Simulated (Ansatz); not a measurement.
BGeCN (model structure, started from the AlSiCN type, R3m, No. 160, 4 atoms in the cell), treated with G0W0@PBEsol (plane waves, hard PAW, contour deformation; Ansatz, a quantum-chemistry and plane-wave program).

The cell is the one relaxed with PBEsol. Conventional cell: a = 2.9200 Å, b = 2.9200 Å, c = 14.3439 Å, α = 90.00°, β = 90.00°, γ = 120.00°.

The quasiparticle gap at Γ at a fixed k mesh 2×2×2:

```
response cutoff           value (eV)
------------------------  ----------
150 eV, 271 empty bands        2.218
200 eV, 417 empty bands        2.214
300 eV, 765 empty bands        2.195
400 eV, 1178 empty bands       2.184
```

### Question
Taking the value to converge with the response cutoff E as E^(−3/2), extrapolate from the last two rows.

### Answer
With y = y∞ + c/w and weights w = 5196 and 8000 for the last two rows, y∞ = (w2 y2 − w1 y1)/(w2 − w1) = (8000 × 2.184 − 5196 × 2.195)/2804 = 2.164 eV, which lies 0.020 beyond the last row. Successive pairs of rows give 2.207, 2.172, 2.164. The limit also hangs on the law assumed, so its last digits aren't firm.

The other settings are not extrapolated, so this is the limit in one setting alone.

At the last cutoff the smallest gap on this mesh is 1.00 eV, with an edge away from Γ.

Spin–orbit coupling is not included.

Note: filled d or f shells below the valence bands can shift G0W0 gaps through exchange with them, which wasn't tested here.

A model structure was made by putting elements into a prototype or built by hand; it is no filed structure, need not be a known phase, and can be a saddle point held by its symmetry.
